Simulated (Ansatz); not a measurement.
Functionals compared on NH3 on the 1x1 (110) surface of bcc Ta, one in a 2x2 cell, started at the site 'bridge Ta-Ta (span 3.3 Å)', in Ansatz (plane waves, PAW). The structure was relaxed with PBE; the other rows are single points on it, each with its references at the same level. Cutoff 420 eV (500 eV for r2SCAN).

Set-up: 20 atoms, 6.8 Å thick at the start under the adsorbate (thin: gaps and levels are the slab's own); mesh 5x5x1; 0.1 eV smearing; dipole correction on; 8 atoms held, the rest relaxed; no symmetry held; no spin, no spin-orbit, no U, no dispersion correction. At the end it is bonded to Ta. In PBE it is, or lies within 0.03 eV of, the lowest of the starts that converged. These notes are the PBE run's. Adsorption energies are against NH3(g). A negative adsorption energy means that the adsorbate is more stable on the surface than in its reference.

```tsv
functional	adsorption energy (eV)	work function of the top face (eV)	change of the work function (eV)	rough cost of the single point
PBE	-0.77	2.63	-2.14	–
RPBE	-0.55	2.55	-2.10	roughly 2.7 core-minutes
r2SCAN	(withheld)	(withheld)	(withheld)	very roughly 4 core-minutes
```

Q: Complete the blanks.

A: 
- r2SCAN, adsorption energy (eV): -0.90
- r2SCAN, work function of the top face (eV): 2.58
- r2SCAN, change of the work function (eV): -2.30

Ansatz is an electronic-structure program.
